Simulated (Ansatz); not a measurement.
# Worked example: self-consistent single point of Ag (Fm-3m, 1 atom in the cell) in Ansatz

Method: PBE (plane waves, PAW; Ansatz, an electronic-structure program).

Input:

Ansatz 0.2 input:
```yaml
crystal:
  lattice:
    - [0.000000, 2.055225, 2.055225]
    - [2.055225, 0.000000, 2.055225]
    - [2.055225, 2.055225, 0.000000]
  atoms:
    - { symbol: Ag, position: [0.000000, 0.000000, 0.000000] }
basis:
  ecutwfc: 420.0 eV
kpoints:
  mp_grid:
    grid: [14, 14, 14]
hamiltonian:
  xc: pbe
  pseudopotentials:
    kind: paw
scf:
  occupations:
    method: fermi_dirac
    width: 0.1 eV
output:
  forces: true
  eigenvalues: true
  stress: true
```

The program printed (abridged):

```
WARN ansatz: RAYON_NUM_THREADS=1 ignored (pool sized by the plan → 1); use --threads N
Pseudopotentials: kind: paw
Pseudopotential: Ag, paw, valence charge 19
Crystal: 1 atoms, lattice volume = 17.362 Å³
Basis set: ecut = 420 eV, 331 PW (Γ), exchange–correlation on 40×40×40 points (8 copies of the dense FFT grid, shifted against one another)
Bands: 14, of which v1, the nominal top of the filled ones, is band 10 counted from 1 (9 counted from 0)
Symmetry: 48 space group operations
Space group: Fm-3m (ITA 225), of the structure as read, at distance tolerance 2.6e-5 Å
k-points: 104 of 2744
Initial density: superposition of atomic densities (neutral atoms: chi_scale 0, normalization atom), corrected by the library's trained network
Initial wavefunctions: pseudopotential atomic-orbital guess
Eigensolver: davidson
Functional: x = pbe(κ = 0.804, μ = 0.2195149727645171), c = pbe(β = 0.06672455060314922)
SCF iter   1: F=—  HF=-7590.553594 eV  |F-HF|=—  |Δ(HF+E_count)|=         —  Δρ=8.03e-4  dr2=1.50e-5  ethr=1.77e-3  ⟨swp⟩=4.6  Hψ=7221  notcnv=0
all-band conjugate gradients solve this SCF's bands
preconditioner: auto → none
SCF iter   2: F=—  HF=-7590.553785 eV  |F-HF|=—  |Δ(HF+E_count)|=   1.91e-4  Δρ=4.56e-4  dr2=5.56e-6  ethr=7.88e-8  ⟨swp⟩=2.1  Hψ=3305  notcnv=0
SCF iter   3: F=—  HF=-7590.553828 eV  |F-HF|=—  |Δ(HF+E_count)|=   4.33e-5  Δρ=2.51e-4  dr2=9.67e-6  ethr=2.93e-8  ⟨swp⟩=2.0  Hψ=2447  notcnv=0
SCF iter   4: F=—  HF=-7590.553826 eV  |F-HF|=—  |Δ(HF+E_count)|=   2.60e-6  Δρ=6.39e-5  dr2=5.89e-7  ethr=2.93e-8  ⟨swp⟩=2.1  Hψ=1999  notcnv=0
iter 5 did not close the SCF: its close was put off for the readings that it lacked (scf_convergence_deferred on its scf_iter line)
SCF iter   5: F=-7590.553826 eV  HF=-7590.553826 eV  |F-HF|=3.06e-9  |Δ(HF+E_count)|=   8.95e-8  Δρ=1.14e-5  dr2=1.39e-8  ethr=3.10e-9  ⟨swp⟩=2.0  Hψ=2002  notcnv=0
SCF iter   6: F=-7590.553826 eV  HF=-7590.553826 eV  |F-HF|=3.04e-9  |Δ(HF+E_count)|=   4.70e-9  Δρ=4.83e-6  dr2=4.01e-9  ethr=7.30e-11  ⟨swp⟩=2.3  Hψ=4398  notcnv=0
SCF 1 converged in 6 iterations: F = -7590.553826 eV  dr2 = 4.01e-9
SCF converged after 6 iterations
Free energy (F): -7590.553826 eV
Harris-Foulkes:  -7590.553826 eV  (|F-HF|=3.04e-9)
Internal energy: -7590.544499 eV  (E = F + TS)
E sigma→0 (E₀):  -7590.549162 eV
Entropy (-TS):   -0.009326 eV (-9.326 meV/atom)
Fermi energy:    16.904623 eV
--- Per-component energies (eV) ---
  E_band       = -240.786137
  E_kinetic    = 527.323797
  E_local      = -2221.955069  (includes V_loc(G=0)·N_el)
  E_nonlocal   = 79.937653
  E_hartree    = 1010.143700
  E_xc         = -184.940596
  E_vxc        = -235.000796  (∫ρ·V_xc dr)
  E_paw        = -3901.936186  (= ΣΔE_a)
  E_vpaw       = -411.383482  (= ΣTr[D̂ρ^β])
  E_aug_tail   = 0.000331  (compensation charges beyond the density's cutoff)
  E_ewald      = -2899.118129
  E_smearing   = -0.009326  (= −TS)
  E_closure    = 0.000000  (closes the sum)
  Σ components = -7590.553826   (vs F -7590.553826, Δ=0.00e0)
--- Forces (eV/Å), atoms counted from 1 ---
  atom   1  Ag    -0.00000000     0.00000000     0.00000000
  max |Σ_I F_I| component: 1.07e-31 eV/Å
--- Stress (GPa, compression-positive) ---
        2.715320       0.000000      -0.000000
        0.000000       2.715320       0.000000
       -0.000000       0.000000       2.715320
  P = ⅓ Tr σ = 2.7153 GPa (27.153 kbar)
  The stress holds the Pulay correction. Without it, at fixed plane waves, as pw.x and ABINIT print it: P = 2.6486 GPa
--- Band table (eV; the first three rows and the last of 104) ---
  k-point 0: bands = ["-74.9602", "-38.3574", "-38.3574", "-38.3574", "9.3077", "12.2364", "12.2364", "12.2364", "13.2424", "13.2424", "32.8075", "36.2843", "36.2843", "36.2843"]
  k-point 1: bands = ["-74.9595", "-38.3650", "-38.3585", "-38.3585", "9.4648", "12.2015", "12.2790", "12.2790", "13.2266", "13.2266", "32.8165", "35.0580", "36.3459", "36.3459"]
  k-point 2: bands = ["-74.9573", "-38.3862", "-38.3617", "-38.3617", "9.9045", "12.1399", "12.3771", "12.3771", "13.2088", "13.2088", "31.8453", "33.7597", "36.4687", "36.4687"]
  k-point 103: bands = ["-74.9393", "-38.4690", "-38.4498", "-38.4169", "11.3269", "11.6628", "12.3210", "13.3021", "14.2196", "21.9819", "23.7209", "23.7905", "25.1508", "38.1533"]
```

The run converged in 6 iterations.

The starting cell has typed, rounded lattice constants, without a prior relaxation at this level. Its lattice was rescaled by up to half a per cent. Ansatz's pressure includes its estimate of the finite-basis (Pulay) stress.
